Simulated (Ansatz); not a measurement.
The parent structure is HfO₂ (space group P4_2/nmc, No. 137).

```xyz
6
Lattice="3.5768 0.0000 0.0000 0.0000 3.5768 0.0000 0.0000 0.0000 5.2026" Properties=species:S:1:pos:R:3 pbc="T T T"
Hf     0.0000     0.0000     0.0000
Hf     1.7884     1.7884     2.6013
O      0.0000     1.7884     1.0205
O      0.0000     1.7884     3.6219
O      1.7884     0.0000     1.5808
O      1.7884     0.0000     4.1821
```

Cartesian axes are those of the cell as printed.

Method: plane-wave PAW DFT at the r2SCAN level (Ansatz, an electronic-structure program, 500 eV), spin-orbit coupling left out.

It is then changed as follows: uniaxial strain ε_zz = +1.92 %, all other strain components held at zero, atoms relaxed at fixed cell.

Predict the stress tensor and what it implies for the stiffness.

Stress of the strained cell less that of the base (GPa, compression positive):
```
  -1.25    0.00    0.00
   0.00   -1.25    0.00
   0.00    0.00   -5.44
```

Then −Δσ_ii/ε with ε = 0.0192 gives secant stiffness values (nonlinear terms included at this strain): C33 ≈ 283 GPa, C13 ≈ 65 GPa and C23 ≈ 65 GPa.

Whether these cells are dynamically stable was not tested. This is not the structure that HfO2 has at room temperature and ambient pressure.
